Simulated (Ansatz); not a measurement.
**Short convergence ladders for the (100) slab of HfSi (cut from a parent of space group no. 62; 8 atoms in the cell)**

```
HfSi
1.0
    3.75692     0.00000     0.00000
    0.00000     5.20778     0.00000
    0.00000     0.00000    20.25179
Hf Si
4 4
Direct
  0.25000   0.37439   0.55917
  0.75000   0.62561   0.44083
  0.75000   0.87439   0.60975
  0.25000   0.12561   0.39025
  0.25000   0.86087   0.51457
  0.75000   0.13913   0.48543
  0.75000   0.36087   0.65435
  0.25000   0.63913   0.34565
```

Base method: LDA (PW92), default PAW files made with PBE (plane waves; Ansatz, an electronic-structure program).

Base settings: basis.ecutwfc = 420 eV; kpoints.mp_grid.grid = 7 5 1; hamiltonian.xc = lda; hamiltonian.pseudopotentials = {kind: paw} (the program's default PAW files); scf.occupations.method = gaussian; scf.occupations.width = 0.1 eV.

The count of work is k-points × plane waves × bands × iterations; it is no time. 

**The vacuum**

The mesh stays at the base's, so the ladder's end is converged at best in this setting alone.

Only quantities that move along the ladder and can be compared are tabulated.

| vacuum between outermost atoms (Å) | free energy less the last step's (meV/atom) | largest difference of a force vector from the last step's (eV/Å) | count of work / last |
|---|---|---|---|
| 3.0 | -73.67 | 0.545 | 0.26 |
| 4.0 | -20.24 | 0.212 | 0.28 |
| 5.0 | -4.55 | 0.064 | 0.35 |
| 6.0 | -0.87 | 0.019 | 0.34 |
| 7.0 | -0.12 | 0.006 | 0.37 |
| 8.0 | 0.01 | 0.002 | 0.39 |
| 10.0 | 0.03 | 0.000 | 0.45 |
| 12.0 | 0.02 | 0.001 | 0.50 |
| 14.0 | 0.03 | 0.001 | 0.56 |
| 17.0 | 0.03 | 0.000 | 0.64 |
| 20.0 | 0.02 | 0.000 | 0.73 |
| 25.0 | 0.02 | 0.000 | 0.86 |
| 30.0 | 0.00 | 0.000 | 1.0 |

Smallest vacuum between outermost atoms (Å) that holds the forces within 0.01 eV/Å of the last step, with all finer ones: 7.0, at 0.37 of the last step's count of work; the step before is off by 0.019 eV/Å.

Smallest vacuum between outermost atoms (Å) that holds the free energy within 2 meV/atom of the last step, with all finer ones: 6.0, at 0.34 of the last step's count of work; the step before is off by 4.5 meV/atom.

**The plane-wave cutoff**

The mesh stays at the base's, so the ladder's end is converged at best in this setting alone.

Only quantities that move along the ladder and can be compared are tabulated.

```tsv
basis.ecutwfc	free energy less the last step's (meV/atom)	largest difference of a force vector from the last step's (eV/Å)	count of work / last
210 eV	2153.91	0.127	0.14
250 eV	530.34	0.030	0.16
295 eV	75.57	0.012	0.21
355 eV	4.77	0.005	0.27
420 eV	0.89	0.000	0.36
505 eV	0.36	0.000	0.47
630 eV	0.13	0.000	0.65
840 eV	0.00	0.000	1.0
```

Coarsest basis.ecutwfc that holds the free energy within 0.5 meV/atom of the last step, with all finer ones: 505 eV; the step before is off by 0.89 meV/atom.

Coarsest basis.ecutwfc that holds the forces within 0.01 eV/Å of the last step, with all finer ones: 355 eV, at 0.27 of the last step's count of work; the step before is off by 0.012 eV/Å.

On the base run: the starting cell comes from a database of computed structures (which also holds hypothetical and non-ambient phases and stackings), without a prior relaxation at this level. The slab is cut from that crystal, and its faces are unrelaxed. Its lattice was rescaled by up to half a per cent. Spin polarisation is off, though cut faces can carry moments; the slab shows no gap.

Keys are those of Ansatz 0.2.
